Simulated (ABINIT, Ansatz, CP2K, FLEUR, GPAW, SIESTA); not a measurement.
**One structure in several programs: Sr2H3I (P-3m1, 6 atoms in the cell)**

Self-consistent single point.

```yaml
crystal:
  lattice:
    - [4.24273, 0.00000, 0.00000]
    - [-2.12136, 3.67431, 0.00000]
    - [0.00000, 0.00000, 7.68275]
  atoms:
    - { symbol: Sr, position: [0.66667, 0.33333, 0.67866] }
    - { symbol: Sr, position: [0.33333, 0.66667, 0.32134] }
    - { symbol: H, position: [0.00000, 0.00000, 0.50000] }
    - { symbol: H, position: [0.66667, 0.33333, 0.35725] }
    - { symbol: H, position: [0.33333, 0.66667, 0.64275] }
    - { symbol: I, position: [0.00000, 0.00000, 0.00000] }
```

Shared settings, as Ansatz (a program for electronic structure) writes them: kpoints.mp_grid.grid = 6 6 3; scf.occupations.method = fermi_dirac; scf.occupations.width = 0.0015 Ry. Potentials and cutoffs stand in the table.

```tsv
code	model	pressure (GPa)	largest force (eV/Å)	gap on the mesh (eV)	cutoff
FLEUR	LDA (Perdew-Zunger), all-electron FLAPW (FLEUR), scalar-relativistic valence	–	–	1.897	Kmax 4.6 1/bohr
SIESTA	LDA PW92, numerical atomic orbitals DZP, PseudoDojo LDA standard norm-conserving potentials (rewritten from UPF to PSML)	0.70	0.314	2.512	grid 300 Ry
CP2K	LDA (Pade form), GPW, DZVP-MOLOPT-SR-GTH basis, GTH-PADE potentials (GTH_POTENTIALS)	-4.38	0.067	0.873	grid 500 Ry
GPAW	LDA (Perdew-Wang 92), GPAW PAW datasets LDA (gpaw-data 1.0.1)	-2.97	0.038	1.915	850 eV
ABINIT	LDA (PW92), norm-conserving pseudopotentials (PseudoDojo nc-sr-04 LDA standard)	-3.23	0.044	1.899	37 Ha
Ansatz	LDA (PW92), default PAW files made with PBE	-3.26	0.044	1.899	default
```

Size of the force on each atom (eV/Å): Sizes of forces hide their directions.

```csv
code,Sr1,Sr2,H3,H4,H5,I6
SIESTA,0.314,0.314,0.000,0.171,0.171,0.000
CP2K,0.067,0.067,0.000,0.054,0.054,0.000
GPAW,0.004,0.004,0.000,0.038,0.038,0.000
ABINIT,0.008,0.008,0.000,0.044,0.044,0.000
Ansatz,0.007,0.007,0.000,0.044,0.044,0.000
```

A dash marks a value that a program does not give, or that is left out as unsure.

Gaps are read on the mesh.

On Ansatz's run: spin-orbit coupling is off.

The spread over the programs that give each value: pressure within 5.08 GPa; largest force within 0.276 eV/Å; gap on the mesh within 1.639 eV.

SIESTA and CP2K use small atom-centred bases, whose incompleteness enters pressures, forces and empty levels differently from a plane-wave cutoff. FLEUR treats all electrons, but the usual bases taken here (sphere radii, linearisation, local orbitals, empty states) were not tested for convergence, so the values are no reference for the others. Ansatz's pressure is given at a fixed set of plane waves, as the other plane-wave codes print theirs; with its correction for the finite basis it is -3.20 GPa. In the pressure, SIESTA (by 3.93) and CP2K (by 1.15) lie more than 1 GPa from the median of the plane-wave programs. In the gap, SIESTA (by 0.613) and CP2K (by 1.026) lie more than 0.12 eV from the median of the plane-wave programs. In the force vectors, SIESTA (by 0.321) lies more than 0.08 eV/Å from the median of the plane-wave programs.

The starting cell comes from a database of computed structures (which also holds hypothetical and non-ambient phases and stackings), without a prior relaxation at this level.

Keys are those of Ansatz 0.2.
